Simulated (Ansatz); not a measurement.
Consider the following.

```
Li2Se
1.0
    0.00000     3.04820     3.04820
    3.04820     0.00000     3.04820
    3.04820     3.04820     0.00000
Li Se
2 1
Cartesian
  1.52410   1.52410   1.52410
  4.57229   4.57229   4.57229
  0.00000   0.00000   0.00000
```

No spin polarisation.

All numbers come from PBE (Ansatz, a first-principles code), without spin-orbit coupling. Γ-centred 10×10×10 mesh, Fermi–Dirac width 0.05 eV.

Q: Predict the hole mass, space group and electron mass.

A: The hole mass (degenerate bands, along [100]) is 0.36, 0.87, 0.87 mₑ (at Γ) and the space group is Fm-3m (No. 225). The electron mass comes out as 0.64 mₑ along k, 0.32 mₑ across (at X).

The levels and masses belong to the bands next to the band gap. The cells carry an imposed strain or load. Effective masses come from finite differences of ±0.01 Å⁻¹. Along k means along the line from Γ to the band edge. Stability against distortions was not tested. The cell was made from Li₂Se in the anti-fluorite structure (space group Fm-3m, No. 225) by this change: isotropic strain +1.50 %.
